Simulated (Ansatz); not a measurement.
**MoS2, pressure series**

Start from MoS$_{2}$ in the 3R-MoS2 type structure (space group R3m, No. 160; a = 3.153 Å, c = 17.994 Å (hexagonal axes); layered, stacked along the Cartesian z axis).

Cell and atoms are relaxed at each pressure.

Method: PBE-D3(BJ), PAW, 420 eV (Ansatz, a first-principles code; spin-orbit coupling left out), earlier PAW set.

| variant | smallest direct gap | band gap | volume per atom |
|---|---|---|---|
| base | 1.77 eV | 0.77 eV | 17.22 Å³ |
| pressure −2 GPa | 1.72 eV | 1.06 eV | 18.42 Å³ |
| pressure −1 GPa | 1.74 eV | 0.88 eV | 17.65 Å³ |
| pressure 0.3 GPa | 1.77 eV | 0.74 eV | 17.11 Å³ |
| pressure 0.7 GPa | 1.78 eV | 0.71 eV | 16.97 Å³ |
| pressure 1.5 GPa | 1.80 eV | 0.65 eV | 16.74 Å³ |
| pressure 3 GPa | 1.83 eV | 0.55 eV | 16.38 Å³ |
| pressure 5 GPa | 1.84 eV | 0.45 eV | 15.98 Å³ |
| pressure 7.5 GPa | 1.74 eV | 0.34 eV | 15.58 Å³ |
| pressure 10 GPa | 1.64 eV | 0.24 eV | 15.25 Å³ |

Load acts through the strain it causes; cell and atoms are relaxed under it. Whether these cells are dynamically stable was not tested. Competing high-pressure phases were not computed. The zero or small gap of MoS2 under pressure 10 GPa can change with the level of theory.
